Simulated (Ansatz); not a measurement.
# TiSi₂ (Fddd, No. 70): Voigt–Reuss–Hill shear modulus by level of theory

No measured value is used here.

```json
[
 {"level (code)": "LDA (Ansatz)", "value (GPa)": "126", "cell (Å³/atom)": "13.50"},
 {"level (code)": "PBE (Ansatz)", "value (GPa)": "114", "cell (Å³/atom)": "14.17"},
 {"level (code)": "PBEsol (Ansatz)", "value (GPa)": "122", "cell (Å³/atom)": "13.79"},
 {"level (code)": "r²SCAN (Ansatz)", "value (GPa)": "(withheld)", "cell (Å³/atom)": "13.96"}
]
```

Problem. Some entries are withheld; supply them.

Solution. 
- r²SCAN (Ansatz, a first-principles code), value (GPa): 124

The crystal itself was run without spin with LDA, PBE, PBEsol, r²SCAN; a magnetic state was not tried in these runs. Each level is taken at its own relaxed cell. Cutoffs differ between the levels. Ansatz's density-functional and Hartree–Fock values are scalar-relativistic unless marked +SOC, with PAW data made under PBE.
